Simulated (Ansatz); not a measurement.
## Ge3N4: pressure series

Take Ge3N4 (space group P6_3/m, No. 176; a = 8.129 Å, c = 3.114 Å) as the base.

Cell and atoms are relaxed at each pressure.

All numbers come from plane-wave PAW DFT at the PBE level (Ansatz, a program for electronic structure, 420 eV), without spin-orbit coupling.

| pressure (GPa) | volume per atom (Å³/atom) |
|---|---|
| -2 | 12.882 |
| -1 | 12.805 |
| 0 | 12.731 |
| 0.3 | 12.710 |
| 0.7 | ? |
| 1.5 | 12.623 |
| 5 | 12.390 |
| 7.5 | 12.235 |
| 10 | 12.089 |

Fit the third-order Birch–Murnaghan form P(V) = (3B₀/2)[(V₀/V)^(7/3) − (V₀/V)^(5/3)]·[1 + (3/4)(B₀′ − 4)((V₀/V)^(2/3) − 1)] (squares taken in P) to the rows shown and predict the withheld row.

Least squares on the printed values gives V₀ = 12.731 Å³/atom, B₀ = 174 GPa, B₀′ = 4.0; this predicts 12.680 Å³/atom, and the run gives 12.681 Å³/atom, in agreement.

Load acts through the strain it causes; cell and atoms are relaxed under it. Stability against distortions was not tested. No other phases were tried under pressure.
